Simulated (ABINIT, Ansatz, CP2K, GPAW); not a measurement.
## Code comparison for MoS2 (P-6m2, 3 atoms in the cell)

Band-structure calculation.

```yaml
crystal:
  lattice:
    - [3.14497, 0.00000, 0.00000]
    - [-1.57248, 2.72362, 0.00000]
    - [0.00000, 0.00000, 17.12138]
  atoms:
    - { symbol: Mo, position: [0.00000, 0.00000, 0.00000] }
    - { symbol: S, position: [0.33333, 0.66667, 0.08949] }
    - { symbol: S, position: [0.33333, 0.66667, 0.91051] }
```

Shared settings, as Ansatz (a quantum-chemistry and plane-wave program) writes them: kpoints.mp_grid.grid = 6 6 1; scf.occupations.method = fixed. Potentials and cutoffs stand in the table.

```csv
code,model,gap along the path (eV),smallest direct gap (eV),cutoff
ABINIT,"LDA (PW92), PAW (JTH v2.0 LDA PAW)",1.68,1.75,571 eV
CP2K,"LDA (Pade form), GPW, DZVP-MOLOPT-SR-GTH basis, GTH-PADE potentials (GTH_POTENTIALS)",1.61,1.78,grid 500 Ry
Ansatz,"LDA (PW92), PAW files made with PBE",1.67,1.74,30.9 Ry
GPAW,"LDA (Perdew-Wang 92), GPAW PAW datasets LDA (gpaw-data 1.0.1)",1.66,1.73,600 eV
```

The spread over the programs that give each value: gap along the path within 0.07 eV; smallest direct gap within 0.05 eV.

CP2K uses small atom-centred bases, whose incompleteness enters pressures, forces and empty levels differently from a plane-wave cutoff.

The starting cell comes from a database of computed structures (which also holds hypothetical and non-ambient phases and stackings), without a prior relaxation at this level. Its lattice was rescaled by a random factor within 2.5 % of one.

Left out of this page: Quantum ESPRESSO (not drawn, or without a comparable value).

Keys are those of Ansatz 0.2.
